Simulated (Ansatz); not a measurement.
Hops of point defects in wurtzite GaN, each between lowest sites run for its defect: PBE bands (Ansatz, an electronic-structure program, plane waves to 420 eV, PAW, climbing-image NEB) beside r2SCAN single points (500 eV) at the PBE geometries. Static nuclei, no finite-size correction. The rows are a random draw from the bands that converged and passed our checks of state and shape. Saddle orders were checked for a part of the study's bands only and are not shown. Vacancies start on their lattice site; split forms were not set up. Charge states are imposed.

```csv
Row,Defect,Route,Hop (Å),Cell and PBE mesh,r2SCAN k-points,PBE barrier x (eV),r2SCAN barrier y (eV)
1,"Al-vacancy pair (Al on Ga, Ga vacant), charge -3",a nearby Ga jumps into the vacancy (Al-vacancy distance between ideal sites 3.21 Å throughout),3.08,"72 sites, one k-point at (0.125, 0.250, 0.250)",same mesh,2.07,2.35
2,"N vacancy, charge +3",a nearby N jumps into the vacancy,3.25,"72 sites, one k-point at (0.125, 0.250, 0.250)",same mesh,2.60,2.79
3,"interstitial Ga, charge +3",Ga moves farthest,2.61,"72 sites, one k-point at (0.125, 0.250, 0.250)",same mesh,1.44,1.48
4,"N vacancy, charge +1",a nearby N jumps into the vacancy,3.19,"72 sites, one k-point at (0.125, 0.250, 0.250)",same mesh,3.95,4.26
5,"interstitial O, charge -2",O moves farthest,2.60,"72 sites, one k-point at (0.125, 0.250, 0.250)",same mesh,1.86,1.91
6,"interstitial Zn, charge +2",Zn moves farthest,2.61,"72 sites, one k-point at (0.125, 0.250, 0.250)",same mesh,1.27,1.29
7,"Ga vacancy, charge -3",a nearby Ga jumps into the vacancy,3.11,"72 sites, one k-point at (0.125, 0.250, 0.250)",same mesh,2.15,?
```

Task: Fit a straight line y = a x + b to rows 1 to 6, predict row 7, and compare with the computed value.

Result: Means: x̄ = 2.198, ȳ = 2.347 eV. Sums: Sxx = 4.797, Sxy = 5.315 eV². So a = Sxy/Sxx = 1.108 and b = ȳ − a x̄ = -0.088 eV, with a scatter of 0.08 eV about the line. Row 7: 1.108 × 2.15 − 0.088 ≈ 2.29 eV. The computed r2SCAN value is 2.41 eV, +0.12 eV from the line, beyond the scatter. The line only summarises these rows of one host.
